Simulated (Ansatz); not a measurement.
InP: pressure series

The parent structure is InP in the zinc blende structure (space group F-43m, No. 216; a = 5.907 Å).

Cell and atoms are relaxed at each pressure.

Computed with r2SCAN (Ansatz, a first-principles code; PAW; 500 eV plane waves; no spin-orbit coupling).

Computed cases, in order: pressure −2 GPa; pressure −1 GPa; 0 GPa (base); pressure 3 GPa; pressure 7 GPa; pressure 15 GPa; pressure 30 GPa; pressure 50 GPa; pressure 75 GPa; pressure 100 GPa.

Q: Between which two neighbouring cases does the gap turn between direct and indirect?

A: Between pressure 7 GPa (1.52 eV, direct at Γ) and pressure 15 GPa (1.76 eV, indirect, Γ → X). The whole series: pressure −2 GPa: 0.84 eV, direct at Γ; pressure −1 GPa: 0.94 eV, direct at Γ; 0 GPa (base): 1.03 eV, direct at Γ; pressure 3 GPa: 1.26 eV, direct at Γ; pressure 7 GPa: 1.52 eV, direct at Γ; pressure 15 GPa: 1.76 eV, indirect, Γ → X; pressure 30 GPa: 1.54 eV, indirect, Γ → X; pressure 50 GPa: 1.29 eV, indirect, Γ → X; pressure 75 GPa: 1.04 eV, indirect, Γ → X; pressure 100 GPa: 0.82 eV, indirect, Γ → X.

Load acts through the strain it causes; cell and atoms are relaxed under it. Stability against distortions was not tested. Measured, InP leaves this structure (for rock salt) near 9.8 GPa (temperature not stated; as listed in Datta, Sujoy, Jana, Debnarayan, arXiv (2020)).
